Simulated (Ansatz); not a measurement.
Electronic density of states of amorphous Ti20O42Si, density 3.49 g/cm³, on a 2×2×2 Γ-centred mesh with a Gaussian width of 0.1 eV; energies count from the Fermi level, whose place inside the gap is arbitrary. Cell and mesh are small, so fine structure isn't converged. Calculation: PBE, scalar-relativistic without spin-orbit coupling (plane waves to 420 eV, PAW; Ansatz, a program for electronic structure). Sampling: a 2×2×2 Γ-centred mesh; Fermi-Dirac width 0.02 eV; no spin polarisation. At PBE the levels at the filled edge of the gap are localised (band-tail or defect states).

A CHGNet melt-quench gave the starting glass, which DFT then relaxed. O atoms were pushed apart under 1.9 Å during the dynamics, to hinder bonds among them. The hot cell started wider than the set density and was brought back towards it in steps. It is the lowest in DFT energy of 2 quenches. It is a model cell: composition and starting density were chosen by hand, and all elements were melted together. No dispersion term was used. Its density started from a set value of 3.53 and ended at 3.49 g/cm³. Cooling (nominally 300 K/ps over its main leg) ran many orders faster than in experiment, which tends to leave more defects and strain. Values belong to this one cell and scatter from quench to quench. Volume and shape were free in the relaxation.

```json
[
 {"E - EF (eV)": "-12.00", "states/(eV atom)": "0.00"},
 {"E - EF (eV)": "-11.90", "states/(eV atom)": "0.00"},
 {"E - EF (eV)": "-11.80", "states/(eV atom)": "0.00"},
 {"E - EF (eV)": "-11.70", "states/(eV atom)": "0.00"},
 {"E - EF (eV)": "-11.60", "states/(eV atom)": "0.00"},
 {"E - EF (eV)": "-11.50", "states/(eV atom)": "0.00"},
 {"E - EF (eV)": "-11.40", "states/(eV atom)": "0.00"},
 {"E - EF (eV)": "-11.30", "states/(eV atom)": "0.00"},
 {"E - EF (eV)": "-11.20", "states/(eV atom)": "0.00"},
 {"E - EF (eV)": "-11.10", "states/(eV atom)": "0.00"},
 {"E - EF (eV)": "-11.00", "states/(eV atom)": "0.00"},
 {"E - EF (eV)": "-10.90", "states/(eV atom)": "0.00"},
 {"E - EF (eV)": "-10.80", "states/(eV atom)": "0.00"},
 {"E - EF (eV)": "-10.70", "states/(eV atom)": "0.00"},
 {"E - EF (eV)": "-10.60", "states/(eV atom)": "0.00"},
 {"E - EF (eV)": "-10.50", "states/(eV atom)": "0.00"},
 {"E - EF (eV)": "-10.40", "states/(eV atom)": "0.00"},
 {"E - EF (eV)": "-10.30", "states/(eV atom)": "0.00"},
 {"E - EF (eV)": "-10.20", "states/(eV atom)": "0.00"},
 {"E - EF (eV)": "-10.10", "states/(eV atom)": "0.00"},
 {"E - EF (eV)": "-10.00", "states/(eV atom)": "0.00"},
 {"E - EF (eV)": "-9.90", "states/(eV atom)": "0.00"},
 {"E - EF (eV)": "-9.80", "states/(eV atom)": "0.00"},
 {"E - EF (eV)": "-9.70", "states/(eV atom)": "0.00"},
 {"E - EF (eV)": "-9.60", "states/(eV atom)": "0.00"},
 {"E - EF (eV)": "-9.50", "states/(eV atom)": "0.00"},
 {"E - EF (eV)": "-9.40", "states/(eV atom)": "0.00"},
 {"E - EF (eV)": "-9.30", "states/(eV atom)": "0.00"},
 {"E - EF (eV)": "-9.20", "states/(eV atom)": "0.00"},
 {"E - EF (eV)": "-9.10", "states/(eV atom)": "0.00"},
 {"E - EF (eV)": "-9.00", "states/(eV atom)": "0.00"},
 {"E - EF (eV)": "-8.90", "states/(eV atom)": "0.00"},
 {"E - EF (eV)": "-8.80", "states/(eV atom)": "0.00"},
 {"E - EF (eV)": "-8.70", "states/(eV atom)": "0.00"},
 {"E - EF (eV)": "-8.60", "states/(eV atom)": "0.00"},
 {"E - EF (eV)": "-8.50", "states/(eV atom)": "0.00"},
 {"E - EF (eV)": "-8.40", "states/(eV atom)": "0.00"},
 {"E - EF (eV)": "-8.30", "states/(eV atom)": "0.00"},
 {"E - EF (eV)": "-8.20", "states/(eV atom)": "0.00"},
 {"E - EF (eV)": "-8.10", "states/(eV atom)": "0.00"},
 {"E - EF (eV)": "-8.00", "states/(eV atom)": "0.00"},
 {"E - EF (eV)": "-7.90", "states/(eV atom)": "0.00"},
 {"E - EF (eV)": "-7.80", "states/(eV atom)": "0.04"},
 {"E - EF (eV)": "-7.70", "states/(eV atom)": "0.16"},
 {"E - EF (eV)": "-7.60", "states/(eV atom)": "0.10"},
 {"E - EF (eV)": "-7.50", "states/(eV atom)": "0.01"},
 {"E - EF (eV)": "-7.40", "states/(eV atom)": "0.00"},
 {"E - EF (eV)": "-7.30", "states/(eV atom)": "0.00"},
 {"E - EF (eV)": "-7.20", "states/(eV atom)": "0.00"},
 {"E - EF (eV)": "-7.10", "states/(eV atom)": "0.00"},
 {"E - EF (eV)": "-7.00", "states/(eV atom)": "0.00"},
 {"E - EF (eV)": "-6.90", "states/(eV atom)": "0.00"},
 {"E - EF (eV)": "-6.80", "states/(eV atom)": "0.00"},
 {"E - EF (eV)": "-6.70", "states/(eV atom)": "0.00"},
 {"E - EF (eV)": "-6.60", "states/(eV atom)": "0.00"},
 {"E - EF (eV)": "-6.50", "states/(eV atom)": "0.00"},
 {"E - EF (eV)": "-6.40", "states/(eV atom)": "0.00"},
 {"E - EF (eV)": "-6.30", "states/(eV atom)": "0.01"},
 {"E - EF (eV)": "-6.20", "states/(eV atom)": "0.10"},
 {"E - EF (eV)": "-6.10", "states/(eV atom)": "0.24"},
 {"E - EF (eV)": "-6.00", "states/(eV atom)": "0.45"},
 {"E - EF (eV)": "-5.90", "states/(eV atom)": "0.59"},
 {"E - EF (eV)": "-5.80", "states/(eV atom)": "0.57"},
 {"E - EF (eV)": "-5.70", "states/(eV atom)": "0.65"},
 {"E - EF (eV)": "-5.60", "states/(eV atom)": "0.74"},
 {"E - EF (eV)": "-5.50", "states/(eV atom)": "0.74"},
 {"E - EF (eV)": "-5.40", "states/(eV atom)": "0.77"},
 {"E - EF (eV)": "-5.30", "states/(eV atom)": "0.86"},
 {"E - EF (eV)": "-5.20", "states/(eV atom)": "0.89"},
 {"E - EF (eV)": "-5.10", "states/(eV atom)": "0.91"},
 {"E - EF (eV)": "-5.00", "states/(eV atom)": "1.00"},
 {"E - EF (eV)": "-4.90", "states/(eV atom)": "1.07"},
 {"E - EF (eV)": "-4.80", "states/(eV atom)": "1.14"},
 {"E - EF (eV)": "-4.70", "states/(eV atom)": "1.15"},
 {"E - EF (eV)": "-4.60", "states/(eV atom)": "1.04"},
 {"E - EF (eV)": "-4.50", "states/(eV atom)": "1.00"},
 {"E - EF (eV)": "-4.40", "states/(eV atom)": "1.01"},
 {"E - EF (eV)": "-4.30", "states/(eV atom)": "0.97"},
 {"E - EF (eV)": "-4.20", "states/(eV atom)": "0.88"},
 {"E - EF (eV)": "-4.10", "states/(eV atom)": "0.86"},
 {"E - EF (eV)": "-4.00", "states/(eV atom)": "0.79"},
 {"E - EF (eV)": "-3.90", "states/(eV atom)": "0.75"},
 {"E - EF (eV)": "-3.80", "states/(eV atom)": "0.81"},
 {"E - EF (eV)": "-3.70", "states/(eV atom)": "0.78"},
 {"E - EF (eV)": "-3.60", "states/(eV atom)": "0.80"},
 {"E - EF (eV)": "-3.50", "states/(eV atom)": "0.84"},
 {"E - EF (eV)": "-3.40", "states/(eV atom)": "0.85"},
 {"E - EF (eV)": "-3.30", "states/(eV atom)": "0.88"},
 {"E - EF (eV)": "-3.20", "states/(eV atom)": "0.85"},
 {"E - EF (eV)": "-3.10", "states/(eV atom)": "0.86"},
 {"E - EF (eV)": "-3.00", "states/(eV atom)": "0.89"},
 {"E - EF (eV)": "-2.90", "states/(eV atom)": "0.95"},
 {"E - EF (eV)": "-2.80", "states/(eV atom)": "0.99"},
 {"E - EF (eV)": "-2.70", "states/(eV atom)": "0.93"},
 {"E - EF (eV)": "-2.60", "states/(eV atom)": "0.88"},
 {"E - EF (eV)": "-2.50", "states/(eV atom)": "0.91"},
 {"E - EF (eV)": "-2.40", "states/(eV atom)": "0.94"},
 {"E - EF (eV)": "-2.30", "states/(eV atom)": "0.94"},
 {"E - EF (eV)": "-2.20", "states/(eV atom)": "0.92"},
 {"E - EF (eV)": "-2.10", "states/(eV atom)": "0.90"},
 {"E - EF (eV)": "-2.00", "states/(eV atom)": "0.84"},
 {"E - EF (eV)": "-1.90", "states/(eV atom)": "0.79"},
 {"E - EF (eV)": "-1.80", "states/(eV atom)": "0.70"},
 {"E - EF (eV)": "-1.70", "states/(eV atom)": "0.61"},
 {"E - EF (eV)": "-1.60", "states/(eV atom)": "0.55"},
 {"E - EF (eV)": "-1.50", "states/(eV atom)": "0.47"},
 {"E - EF (eV)": "-1.40", "states/(eV atom)": "0.36"},
 {"E - EF (eV)": "-1.30", "states/(eV atom)": "0.20"},
 {"E - EF (eV)": "-1.20", "states/(eV atom)": "0.04"},
 {"E - EF (eV)": "-1.10", "states/(eV atom)": "0.00"},
 {"E - EF (eV)": "-1.00", "states/(eV atom)": "0.00"},
 {"E - EF (eV)": "-0.90", "states/(eV atom)": "0.00"},
 {"E - EF (eV)": "-0.80", "states/(eV atom)": "0.00"},
 {"E - EF (eV)": "-0.70", "states/(eV atom)": "0.00"},
 {"E - EF (eV)": "-0.60", "states/(eV atom)": "0.00"},
 {"E - EF (eV)": "-0.50", "states/(eV atom)": "0.00"},
 {"E - EF (eV)": "-0.40", "states/(eV atom)": "0.00"},
 {"E - EF (eV)": "-0.30", "states/(eV atom)": "0.00"},
 {"E - EF (eV)": "-0.20", "states/(eV atom)": "0.00"},
 {"E - EF (eV)": "-0.10", "states/(eV atom)": "0.00"},
 {"E - EF (eV)": "0.00", "states/(eV atom)": "0.00"},
 {"E - EF (eV)": "0.10", "states/(eV atom)": "0.00"},
 {"E - EF (eV)": "0.20", "states/(eV atom)": "0.00"},
 {"E - EF (eV)": "0.30", "states/(eV atom)": "0.00"},
 {"E - EF (eV)": "0.40", "states/(eV atom)": "0.00"},
 {"E - EF (eV)": "0.50", "states/(eV atom)": "0.00"},
 {"E - EF (eV)": "0.60", "states/(eV atom)": "0.00"},
 {"E - EF (eV)": "0.70", "states/(eV atom)": "0.00"},
 {"E - EF (eV)": "0.80", "states/(eV atom)": "0.00"},
 {"E - EF (eV)": "0.90", "states/(eV atom)": "0.00"},
 {"E - EF (eV)": "1.00", "states/(eV atom)": "0.00"},
 {"E - EF (eV)": "1.10", "states/(eV atom)": "0.00"},
 {"E - EF (eV)": "1.20", "states/(eV atom)": "0.05"},
 {"E - EF (eV)": "1.30", "states/(eV atom)": "0.26"},
 {"E - EF (eV)": "1.40", "states/(eV atom)": "0.45"},
 {"E - EF (eV)": "1.50", "states/(eV atom)": "0.56"},
 {"E - EF (eV)": "1.60", "states/(eV atom)": "0.74"},
 {"E - EF (eV)": "1.70", "states/(eV atom)": "0.87"},
 {"E - EF (eV)": "1.80", "states/(eV atom)": "0.97"},
 {"E - EF (eV)": "1.90", "states/(eV atom)": "1.06"},
 {"E - EF (eV)": "2.00", "states/(eV atom)": "1.04"},
 {"E - EF (eV)": "2.10", "states/(eV atom)": "1.08"},
 {"E - EF (eV)": "2.20", "states/(eV atom)": "1.11"},
 {"E - EF (eV)": "2.30", "states/(eV atom)": "0.99"},
 {"E - EF (eV)": "2.40", "states/(eV atom)": "0.93"}
]
```

The level gap on this mesh is 2.58 eV; the broadening fills part of it in the curve.
